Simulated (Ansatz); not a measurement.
Results of r²SCAN (Ansatz, a first-principles code, PAW) for CoSn (P6/mmm, No. 191).

Numerical settings: plane-wave cutoff 600 eV, 12×12×10 k mesh (along the axes of the cell as run), Fermi–Dirac smearing 0.1 eV, finite displacements, no spin polarisation, scalar-relativistic PAW data made under PBE.

Computed at the level's own relaxed cell.

```yaml
crystal:
  lattice:
    - [5.24229, 0.00000, 0.00000]
    - [-2.62114, 4.53995, 0.00000]
    - [0.00000, 0.00000, 4.18720]
  atoms:
    - { symbol: Co, position: [0.00000, 0.50000, 0.00000] }
    - { symbol: Co, position: [0.50000, 0.00000, 0.00000] }
    - { symbol: Co, position: [0.50000, 0.50000, 0.00000] }
    - { symbol: Sn, position: [0.00000, 0.00000, 0.00000] }
    - { symbol: Sn, position: [0.66667, 0.33333, 0.50000] }
    - { symbol: Sn, position: [0.33333, 0.66667, 0.50000] }
```

Harmonic phonon frequencies (cm⁻¹; i marks an imaginary mode):

```csv
q point,frequencies
Γ,0 0 0 97 110 110 113 171 171 174 174 185 187 187 247 247 268 269
```
